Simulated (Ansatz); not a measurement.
A computed series for MoSi2: response to strain

Base system: MoSi2 (space group I4/mmm, No. 139; a = 3.2169 Å, c = 7.8748 Å; relaxed with 0.1 eV smearing). Axes: x, y, z lie along a, b, c of the conventional cell.

Strains are applied to the cell and any free atomic positions relax; under biaxial strain the out-of-plane vector relaxes too.

Computed with DFT with PBE, PAW potentials and a 420 eV plane-wave cutoff in Ansatz (a quantum-chemistry and plane-wave program), no spin-orbit coupling, earlier PAW set.

```tsv
biaxial strain, plane normal [001], relaxed out of plane (%)	out-of-plane strain (%)
0	0.00
0.6	-0.21
0.99	-0.34
1.48	?
1.53	-0.52
```

Problem. Fit ε⊥ = −νε + γε² (strains in %) to the rows shown and predict the withheld row.

Solution. Least squares on the printed values gives ν = 0.35 (the biaxial Poisson response) and γ = 0.009 (largest residual 0.00 %); this predicts -0.50 %, and the run gives -0.50 %, in agreement.

No phonon test of stability was made. The final runs are not spin-polarised.
